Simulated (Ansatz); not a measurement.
Slab thickness and the (110) surface of bcc Ta: the same face, mesh and vacuum, all atoms relaxed in the 1x1 cell under the symmetry of the ideal cut; the real face may buckle or reconstruct.

The numbers are results of PBE (plane waves to 420 eV, PAW; Ansatz, a first-principles code), not measurements.

| atoms | thickness (Å) | γ (J/m²) | work function, top face (eV) | rough cost |
|---|---|---|---|---|
| 2 | 2.1 | (withheld) | (withheld) | roughly 50 core-seconds |
| 3 | 4.5 | (withheld) | 4.76 | roughly 70 core-seconds |
| 4 | 6.8 | 2.36 | 4.76 | roughly 120 core-seconds |
| 5 | 9.2 | 2.38 | 4.73 | about 90 core-seconds (a rough figure) |
| 6 | 11.5 | 2.38 | 4.72 | around 3 core-minutes (rough) |
| 7 | 13.9 | 2.37 | 4.73 | around 120 core-seconds (rough) |
| 8 | 16.2 | 2.37 | 4.73 | around 4 core-minutes (rough) |
| 10 | 20.9 | 2.37 | 4.73 | very roughly 6 core-minutes |

Complete the blanks.


- 2, γ (J/m²): 2.40
- 2, work function, top face (eV): 4.59
- 3, γ (J/m²): 2.39
